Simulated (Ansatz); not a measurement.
Pt: response to strain

Start from Pt in the fcc (Cu type) structure (space group Fm-3m, No. 225; a = 3.9415 Å; relaxed with 0.1 eV smearing). Axes: x, y, z lie along the cube axes.

Strains are applied to the cell and any free atomic positions relax; under biaxial strain the out-of-plane vector relaxes too; under stress the whole cell relaxes.

Method: DFT with r2SCAN, PAW potentials and a 500 eV plane-wave cutoff in Ansatz (an electronic-structure program), no spin-orbit coupling, earlier PAW set.

Candidates:
(a) isotropic strain +1.26 %
(b) biaxial strain −2.23 %, plane normal [001], relaxed out of plane
(c) uniaxial stress, 3 GPa compression along z
(d) uniaxial strain ε_yy = +5.86 %

Notes on the quantities. energy relative to the base: free energy F.

Problem. Order them by energy relative to the base, lowest first.

Solution. (c) uniaxial stress, 3 GPa compression along z (+3.9 meV/atom), (b) biaxial strain −2.23 %, plane normal [001], relaxed out of plane (+13 meV/atom), (a) isotropic strain +1.26 % (+17 meV/atom), (d) uniaxial strain ε_yy = +5.86 % (+48 meV/atom)

Stability under load was not tested beyond the relaxation. The final runs are not spin-polarised. Pt lies near a magnetic instability that expansion can trigger; it was not tested.
